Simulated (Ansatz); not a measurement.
Take PbTe in the rock salt structure (space group Fm-3m, No. 225) as the base.

```
CELL_PARAMETERS angstrom
      0.00000     3.26715     3.26715
      3.26715     0.00000     3.26715
      3.26715     3.26715     0.00000
ATOMIC_POSITIONS crystal
  Te 0.50000 0.50000 0.50000
  Pb 0.00000 0.00000 0.00000
```

Cartesian axes are those of the cell as printed.

Calculations: r2SCAN in Ansatz (plane waves to 500 eV, PAW, spin-orbit coupling left out).

For the base:

```
Property    Value
--------  -------
Band gap  1.09 eV
```

One thing is altered: tensor shear ε_xy = +1.43 % (engineering shear γ = 0.0286), atoms relaxed at fixed cell.

Problem. Estimate the effect on the band gap.

Solution. The band gap drops by 0.154 eV, from 1.09 eV to 0.93 eV.

With Pb and Te present, leaving out spin-orbit coupling can change the band edges. The cells carry an imposed strain or load. No phonon test of stability was made.

Ansatz is a program for electronic structure.
